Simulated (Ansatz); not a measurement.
System: L1₀ (CuAu-type) TiAl. Method: PBE-D4 (PAW; Ansatz, a quantum-chemistry and plane-wave program).

Input file:

Ansatz 0.2 input:
```yaml
crystal:
  lattice:
    - [2.7642567051, 0.0, 0.0]
    - [0.0, 2.7642567051, 0.0]
    - [0.0, 0.0, 3.980925534]
  atoms:
    - { symbol: Ti, position: [0.0, 0.0, 0.0] }
    - { symbol: Al, position: [0.5, 0.5, 0.5] }
basis:
  ecutwfc: 520
  ecutrho_ratio: 4
  xc_grid: 2
kpoints:
  mp_grid: { grid: [20, 20, 14] }
hamiltonian:
  xc: pbe
  dispersion: d4
  pseudopotentials: { kind: paw }
scf:
  occupations: { method: fermi_dirac, width: 0.05 }
output:
  forces: true
  stress: true
  eigenvalues: true
relax:
  f_tol: 0.004
  escape_saddle: false
  max_steps: 80
  cell: { stress_tol: 0.02, fix: [volume] }
```

From the output:

```
Relaxation: its limit of steps is 80 (relax.max_steps)
Crystal: 2 atoms, lattice volume = 30.419 Å³
Basis set: ecut = 520 eV, 815 PW (Γ), exchange–correlation on 48×48×60 points (8 copies of the dense FFT grid, shifted against one another)
Bands: 12, of which v1, the nominal top of the filled ones, is band 8 counted from 1 (7 counted from 0)
Symmetry: 16 space group operations
Space group: P4/mmm (ITA 123), of the structure as read, at distance tolerance 3.1e-5 Å
k-points: 528 of 5600
Functional: x = pbe(κ = 0.804, μ = 0.2195149727645171), c = pbe(β = 0.06672455060314922)
SCF iter   1: F=—  HF=-3038.543266 eV  |F-HF|=—  |Δ(HF+E_count)|=         —  Δρ=4.18e-3  dr2=6.13e-3
SCF iter   2: F=—  HF=-3038.542607 eV  |F-HF|=—  |Δ(HF+E_count)|=   6.59e-4  Δρ=2.61e-3  dr2=3.15e-3
  ...
SCF 1 converged in 6 iterations: F = -3038.542090 eV  dr2 = 2.98e-10
Crystal: 2 atoms, lattice volume = 30.419 Å³
Initial density: handed on by an earlier stage of this run
SCF 2 converged in 7 iterations: F = -3038.542091 eV  dr2 = 1.06e-16
Crystal: 2 atoms, lattice volume = 30.419 Å³
SCF iter   9: F=-3038.542091 eV  HF=-3038.542091 eV  |F-HF|=4.55e-13  |Δ(HF+E_count)|=  9.09e-13  Δρ=1.01e-8  dr2=4.10e-14
SCF iter  10: F=-3038.542091 eV  HF=-3038.542091 eV  |F-HF|=9.09e-13  |Δ(HF+E_count)|=  9.09e-13  Δρ=9.46e-10  dr2=3.22e-16
SCF 3 converged in 10 iterations: F = -3038.542091 eV  dr2 = 3.22e-16
SCF converged after 10 iterations
Free energy (F): -3038.542091 eV
Internal energy: -3038.528148 eV  (E = F + TS)
E sigma→0 (E₀):  -3038.535120 eV
Fermi energy:    11.846074 eV
--- Forces (eV/Å), atoms counted from 1 ---
  atom   1  Ti     0.00000000     0.00000000     0.00000000
  atom   2  Al     0.00000000    -0.00000000     0.00000000
--- Stress (GPa, compression-positive) ---
        5.260512      -0.000000       0.000000
       -0.000000       5.260512       0.000000
        0.000000       0.000000       5.251104
  P = ⅓ Tr σ = 5.2574 GPa (52.574 kbar)
```

The cell is one volume of an energy–volume scan, off the minimum.

Cost on a shared machine: roughly 40 core-seconds.
